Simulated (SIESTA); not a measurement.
## A self-consistent single point of TaN (P6/mmm, 6 atoms in the cell) with SIESTA

Level of theory: GGA PBEsol, numerical atomic orbitals TZP, PseudoDojo PBEsol standard norm-conserving potentials (rewritten from UPF to PSML) (SIESTA).

Input:

```
# files in the folder: Ta.psml N.psml (PseudoDojo PBEsol standard)
SystemName  TaN
SystemLabel siesta

NumberOfAtoms                6
NumberOfSpecies              2
%block ChemicalSpeciesLabel
  1 73 Ta
  2 7 N
%endblock ChemicalSpeciesLabel
LatticeConstant              1.0 Ang
%block LatticeVectors
     5.276834000    0.000000000    0.000000000
    -2.638417000    4.569873000    0.000000000
     0.000000000    0.000000000    2.938911000
%endblock LatticeVectors
AtomicCoordinatesFormat      Bohr
%block AtomicCoordinatesAndAtomicSpecies
     0.000000000    0.000000000    0.000000000  1
     4.985890518    2.878599920    2.776868447  1
    -0.000004986    5.757208475    2.776868447  1
    -2.492942766    4.317904197    0.000000000  2
     4.985885533    0.000000000    0.000000000  2
     2.492942766    4.317904197    0.000000000  2
%endblock AtomicCoordinatesAndAtomicSpecies

XC.functional                GGA
XC.authors                   PBEsol
PAO.BasisSize                TZP
PAO.EnergyShift              0.005 Ry
MeshCutoff                   300 Ry
%block kgrid.MonkhorstPack
    6   0   0  0.0
    0   6   0  0.0
    0   0   9  0.0
%endblock kgrid.MonkhorstPack
OccupationFunction           MP
OccupationMPOrder            0
ElectronicTemperature        0.1 eV

MaxSCFIterations             150
SCF.Mixer.Method             Broyden
SCF.Mixer.Weight             0.1
SCF.Mixer.History            6
SCF.DM.Tolerance             1.0E-04
Diag.ParallelOverK           true
WriteForces                  true
```

Log, with long lists cut:

```
reinit: Reading from file input.fdf

reinit: System Name: TaN
reinit: System Label: siesta

coor:   Atomic-coordinates input format  =     Cartesian coordinates
coor:                                            (in Bohr units)

siesta: Atomic coordinates (Bohr) and species
siesta:      0.00000   0.00000   0.00000  1        1
siesta:      4.98589   2.87860   2.77687  1        2
siesta:     -0.00000   5.75721   2.77687  1        3
siesta:     -2.49294   4.31790   0.00000  2        4
siesta:      4.98589   0.00000   0.00000  2        5
siesta:      2.49294   4.31790   0.00000  2        6

siesta: System type = bulk

initatomlists: Number of atoms, orbitals, and projectors:      6   126   120

siesta: ******************** Simulation parameters ****************************
redata: Spin configuration                          = none
redata: Time-Reversal Symmetry                      = T
redata: Number of Atomic Species                    =        2
redata: Mesh Cutoff                                 =   300.0000 Ry
redata: Net charge of the system                    =     0.0000 |e|
redata: Min. number of SCF Iter                     =        0
redata: Max. number of SCF Iter                     =      150
redata: SCF convergence failure will abort job
redata: SCF mix quantity                            = Hamiltonian
redata: Mix DM or H after convergence               =   F
redata: Recompute H after scf cycle                 =   F
redata: Mix DM in first SCF step                    =   T
redata: No kicks to SCF
redata: DM Mixing Weight for Kicks                  =     0.5000
redata: Require Harris convergence for SCF          =   F
redata: Harris energy tolerance for SCF             =     0.000100 eV
redata: Require DM convergence for SCF              =   T
redata: DM tolerance for SCF                        =     0.000100
redata: Require EDM convergence for SCF             =   F
redata: EDM tolerance for SCF                       =     0.001000 eV
redata: Require H convergence for SCF               =   T
redata: Hamiltonian tolerance for SCF               =     0.001000 eV
redata: Require (free) Energy convergence for SCF   =   F
redata: (free) Energy tolerance for SCF             =     0.000100 eV
redata: Using DFT-D3 dispersion                     =   F
redata: Using Saved Data (generic)                  =   F
redata: Method of Calculation                       = Diagonalization
redata: Electronic Temperature                      =  1160.4518 K
redata: Number of TDED substeps                     =        3
redata: Dynamics option                             = Single-point calculation
redata: Save all siesta data in one NC              =   F
redata: ***********************************************************************

%block SCF.Mixers
  Broyden
%endblock SCF.Mixers

%block SCF.Mixer.Broyden
  # Mixing method
  method broyden

  # Mixing options
  weight 0.1000
  weight.linear 0.1000
  weight.prime 0.1000
  history 6
%endblock SCF.Mixer.Broyden

DM_history_depth set to one: no extrapolation allowed by default for geometry relaxation
Size of DM history Fstack: 1
Total number of electrons:    54.000000
Total ionic charge:    54.000000

* ProcessorY, Blocksize:    1  64

* Orbital distribution balance (max,min):   126   126

k-point displ. along   1 input, could be:     0.00    0.50
k-point displ. along   2 input, could be:     0.00    0.50
 Kpoints in:          180 . Kpoints trimmed:          168

siesta: k-grid: Number of k-points = 168
siesta: k-points from Monkhorst-Pack grid
siesta: k-cutoff (effective) =    13.225 Ang
siesta: k-point supercell and displacements
siesta: k-grid:     6     0     0      0.000
siesta: k-grid:     0     6     0      0.000
siesta: k-grid:     0     0     9      0.000

diag: Algorithm                                     = D&C
diag: Parallel over k                               =   F
diag: Use parallel 2D distribution                  =   F
diag: Parallel block-size                           = 64
diag: Parallel distribution                         =     1 x     1
diag: Used triangular part                          = Lower
diag: Absolute tolerance                            =  0.100E-15
diag: Orthogonalization factor                      =  0.100E-05
diag: Memory factor                                 =  1.0000

superc: Internal auxiliary supercell:     5 x     5 x     5  =     125
superc: Number of atoms, orbitals, and projectors:    750  15750  15000

                        Single-point calculation

superc: Internal auxiliary supercell:     5 x     5 x     5  =     125
superc: Number of atoms, orbitals, and projectors:    750  15750  15000

outcell: Unit cell vectors (Ang):
        5.276834    0.000000    0.000000
       -2.638417    4.569873    0.000000
        0.000000    0.000000    2.938911

outcell: Cell vector modules (Ang)   :    5.276834    5.276835    2.938911
outcell: Cell angles (23,13,12) (deg):     90.0000     90.0000    120.0000
outcell: Cell volume (Ang**3)        :     70.8703
new_DM -- step:     1
Initializing Density Matrix...

Attempting to read DM from file... Failed...
DM filled with atomic data:

InitMesh: MESH = 48 x 48 x 32 = 73728
InitMesh: Mesh cutoff (required, used) =   300.000   304.913 Ry

stepf: Methfessel-Paxton step function
       Using Hermite-Gauss polynomials of order  0

        iscf     Eharris(eV)        E_KS(eV)     FreeEng(eV)     dDmax    Ef(eV) dHmax(eV)
   scf:    1    -6087.931823    -6141.335739    -6141.343542  1.327514 -2.507751 11.349522
   scf:    2    -6159.551882    -6151.171881    -6151.177578  0.205189 -2.728230  7.253764
   scf:    3    -6162.206681    -6159.462657    -6159.466251  0.409817 -3.232611  2.897781
   scf:    4    -6159.030934    -6159.544037    -6159.547030  0.085049 -3.132362  3.232348
   scf:    5    -6157.222492    -6158.514609    -6158.518403  0.070127 -3.001424  5.315544
   scf:    6    -6160.514856    -6159.934866    -6159.938535  0.110384 -3.367588  0.420228
   [... 4 lines left out ...]
   scf:   11    -6159.962087    -6159.962084    -6159.965821  0.000552 -3.397428  0.001490
   scf:   12    -6159.962084    -6159.962084    -6159.965822  0.000578 -3.397682  0.000754
   scf:   13    -6159.962084    -6159.962084    -6159.965823  0.000429 -3.397838  0.000330
   scf:   14    -6159.962084    -6159.962084    -6159.965823  0.000194 -3.397903  0.000320
   scf:   15    -6159.962084    -6159.962084    -6159.965823  0.000075 -3.397924  0.000276

SCF Convergence by DM+H criterion
max |DM_out - DM_in|         :     0.0000752857
max |H_out - H_in|      (eV) :     0.0002759716
SCF cycle converged after 15 iterations

Using DM_out to compute the final energy and forces

siesta: E_KS(eV) =            -6159.9621

siesta: E_KS - E_eggbox =     -6159.9621

siesta: Atomic forces (eV/Ang):
     1   -0.000000    0.000000   -0.000000
     2   -0.000120    0.000067    0.000000
     3    0.000120   -0.000067    0.000000
     4   -0.000000    0.000000    0.000000
     5   -0.000000    0.000000    0.000000
     6   -0.000000    0.000000   -0.000000
   Tot   -0.000000   -0.000000    0.000000
   Max    0.000120
   Res    0.000046    sqrt( Sum f_i^2 / 3N )
   Max    0.000120    constrained

Stress tensor Voigt[x,y,z,yz,xz,xy] (kbar):       97.69       97.77      101.79       -0.00        0.00        0.08
(Free)E + p*V (eV/cell)    -6164.3486
Target enthalpy (eV/cell)    -6159.9658

siesta: Program's energy decomposition (eV):
siesta: Ebs     =     -1448.286578
siesta: Eions   =      8421.800528
siesta: Ena     =      1383.431323
siesta: Ekin    =      1967.200396
siesta: Enl     =       291.379411
siesta: Eso     =         0.000000
siesta: Edftu   =         0.000000
siesta: DEna    =        62.125522
siesta: DUscf   =         4.418099
siesta: DUext   =         0.000000
siesta: Ex      =     -1336.565283
siesta: Ec      =      -110.151023
siesta: Exc     =     -1446.716306
siesta: Eharris =     -6159.962084
siesta: Etot    =     -6159.962084
siesta: FreeEng =     -6159.965823

siesta: Stress tensor (static) (eV/Ang**3):
siesta:     0.060971    0.000047   -0.000000
siesta:     0.000047    0.061025    0.000000
siesta:     0.000000   -0.000000    0.063531

siesta: Cell volume =         70.870255 Ang**3

siesta: Pressure (static):
siesta:                Solid            Molecule  Units
siesta:          -0.00067355         -0.00067353  Ry/Bohr**3
siesta:          -0.06184248         -0.06184050  eV/Ang**3
siesta:         -99.08257462        -99.07941065  kBar
```

The run converged in 15 iterations.

The starting cell comes from a database of computed structures (which also holds hypothetical and non-ambient phases and stackings), without a prior relaxation at this level. Its lattice was rescaled by a random factor within 2.5 % of one. Spin polarisation is off. Values carry the incompleteness of an atom-centred basis. With a pressure of about -10 GPa the cell is away from its equilibrium volume at this level.

Cost on one core of a shared machine: roughly 2 min.
